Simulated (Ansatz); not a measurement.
Given:

Host crystal: wurtzite AlN, with a band gap (PBE, scalar-relativistic without spin-orbit coupling).

End structure of a N vacancy (surface) in a 2x2 cell of the 1x1 (10-10) surface of wurtzite AlN (cut with top plane Al + N):

```
CELL_PARAMETERS angstrom
      6.26051     0.00000     0.00000
      0.00000    10.03632     0.00000
      0.00000     0.00000    28.50000
ATOMIC_POSITIONS crystal
  Al 0.25000 0.51120 0.35083
  Al 0.25000 0.01120 0.35083
  Al 0.75000 0.51120 0.35083
  Al 0.75000 0.01120 0.35083
  N  0.25000 0.18657 0.34316
  N  0.25000 0.68657 0.34316
  N  0.75000 0.18657 0.34316
  N  0.75000 0.68657 0.34316
  Al 0.00000 0.24494 0.37024
  Al 0.00000 0.74494 0.37024
  Al 0.50000 0.24494 0.37024
  Al 0.50000 0.74494 0.37024
  N  0.00000 0.43572 0.37292
  N  0.00000 0.93572 0.37292
  N  0.50000 0.43572 0.37292
  N  0.50000 0.93572 0.37292
  Al 0.99982 0.49918 0.43804
  Al 0.99989 0.99938 0.43816
  Al 0.50018 0.49918 0.43804
  Al 0.50011 0.99938 0.43816
  N  0.99979 0.18885 0.43673
  N  0.99985 0.68873 0.43684
  N  0.50021 0.18885 0.43673
  N  0.50015 0.68873 0.43684
  Al 0.25000 0.24683 0.46757
  Al 0.25000 0.74745 0.46750
  Al 0.75000 0.24692 0.46782
  Al 0.75000 0.74736 0.46766
  N  0.25000 0.43832 0.46808
  N  0.25000 0.93828 0.46826
  N  0.75000 0.43839 0.46835
  N  0.75000 0.93840 0.46842
  Al 0.25000 0.49742 0.53181
  Al 0.25000 0.99752 0.53240
  Al 0.75000 0.49675 0.53229
  Al 0.75000 0.99815 0.53258
  N  0.25000 0.18805 0.53143
  N  0.25000 0.68841 0.53175
  N  0.75000 0.18909 0.53193
  N  0.75000 0.68792 0.53201
  Al 0.00211 0.24767 0.56268
  Al 0.00018 0.74984 0.56196
  Al 0.49789 0.24767 0.56268
  Al 0.49982 0.74984 0.56196
  N  0.00147 0.43806 0.56279
  N  0.00013 0.93912 0.56330
  N  0.49853 0.43806 0.56279
  N  0.49987 0.93912 0.56330
  Al 0.00364 0.49161 0.62793
  Al 0.00068 0.99835 0.62984
  Al 0.49636 0.49161 0.62793
  Al 0.49933 0.99835 0.62984
  N  0.00274 0.18985 0.62720
  N  0.00161 0.68307 0.62762
  N  0.49727 0.18985 0.62720
  N  0.49839 0.68307 0.62762
  Al 0.25000 0.25799 0.65994
  Al 0.25000 0.76303 0.64872
  Al 0.75000 0.25964 0.65020
  Al 0.75000 0.76052 0.64919
  N  0.25000 0.93736 0.65629
  N  0.75000 0.43726 0.65629
  N  0.75000 0.93629 0.65603
```

Slab: 63 atoms, 8.9 Å thick at the start (thin: gaps and levels are the slab's own); k 3x2x1, smearing 0.01 eV, dipole-corrected; single point; on the structure that PBE left under its start's symmetry; spin-polarised from one start with parallel moments (other orders not tried), ending with about 1.0 μB a cell; orders that need a larger cell were not tried, no spin-orbit, no U. The program's check for a lower electronic state was not made.

### Question
Predict the formation energy against ½ N2(g) at the same level from HSE06, at the PBE geometry and the start's symmetry in Ansatz (a first-principles code).

### Answer
3.69 eV

### Question
Estimate the change of the step from the bottom to the top vacuum level, against the clean slab that HSE06, at the PBE geometry and the start's symmetry returns for this input.

### Answer
0.33 eV
